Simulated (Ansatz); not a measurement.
## CsCl-type LaN (model structure)

Level of theory: HSE06 (plane waves, PAW; Ansatz, a first-principles code).

Run with plane-wave cutoff 500 eV, 8×8×8 k mesh, Fermi–Dirac smearing 0.05 eV, scalar-relativistic PAW data made under PBE.

Cell (relaxed at this level):

```
CELL_PARAMETERS angstrom
      3.15352     0.00000     0.00000
      0.00000     3.15352     0.00000
      0.00000     0.00000     3.15352
ATOMIC_POSITIONS crystal
  La 0.00000 0.00000 0.00000
  N  0.50000 0.50000 0.50000
```

- band gap: none

Note: exact exchange on metals is sensitive to the k mesh and can open a false gap; the relaxation could raise the start's symmetry but not lower it, so the cell can be a saddle point.

Spin–orbit coupling is not included.

Static lattice: no zero-point or thermal effects.

A model structure was made by putting elements into a prototype or built by hand; it is no filed structure, need not be a known phase, and can be a saddle point held by its symmetry.
